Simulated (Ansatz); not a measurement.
Defect migration in beta Ga2O3 strained by +1.5 % along x and y, z held: O vacancy, charge state +2. These are PBE, PAW (plane waves to 420 eV; Ansatz, a program for electronic structure) values and carry that method's errors.

120-site cell at the strained lattice (strain from the relaxed PBE one, atoms relaxed), the Γ point alone, smearing 0.01 eV, spin-restricted, no finite-size correction. No zero-point or tunnelling terms. The charge state is imposed; whether it is stable for some Fermi level was not computed. Forms of the defect that were not tried may lie lower. The start lies 0.23 eV above the lowest site run (PBE).

Barriers: single points on a 2×2×2 k-point mesh shifted by half a step at the bands' geometries (they differ from the bands' own by up to 0.10 eV, and are uncertain by about as much).

The step: one O atom jumps into the vacancy from a nearby O site (strongly reconstructed ends). Atoms about the jump, Cartesian Å from the middle of the jump, before and after:

| atom | x0 | y0 | z0 | x1 | y1 | z1 |
|---|---|---|---|---|---|---|
| O1 | -0.22 | 0.00 | 1.17 | 0.22 | 0.00 | -1.17 |
| Ga2 | -0.09 | 1.75 | 0.11 | 0.02 | 1.71 | -0.26 |
| Ga3 | -0.09 | -1.75 | 0.11 | 0.02 | -1.71 | -0.26 |
| O4 | 1.87 | 1.51 | 0.50 | 1.86 | 1.48 | 0.57 |
| O5 | 1.87 | -1.51 | 0.50 | 1.87 | -1.48 | 0.57 |
| Ga6 | 1.85 | 0.00 | 1.96 | 2.03 | 0.00 | 2.06 |
| O7 | -1.94 | -1.56 | -0.46 | -1.94 | -1.58 | -0.41 |
| O8 | -1.94 | 1.56 | -0.46 | -1.94 | 1.58 | -0.41 |
| Ga9 | -2.97 | 0.00 | -0.75 | -2.93 | 0.00 | -0.68 |

### Question
Predict the transition state.

### Answer

```tsv
atom	x	y	z
O1	0.13	-0.01	-0.06
Ga2	-0.15	1.76	-0.07
Ga3	-0.15	-1.77	-0.07
O4	2.01	1.61	0.64
O5	2.01	-1.62	0.64
Ga6	1.97	0.00	1.94
O7	-2.06	-1.62	-0.47
O8	-2.06	1.61	-0.47
Ga9	-2.97	-0.01	-0.70
```
It lies 1.15 eV above the start and 1.38 eV above the end. The saddle point's order was not checked, and it lies on a symmetry element of the cell, where a band can be held.
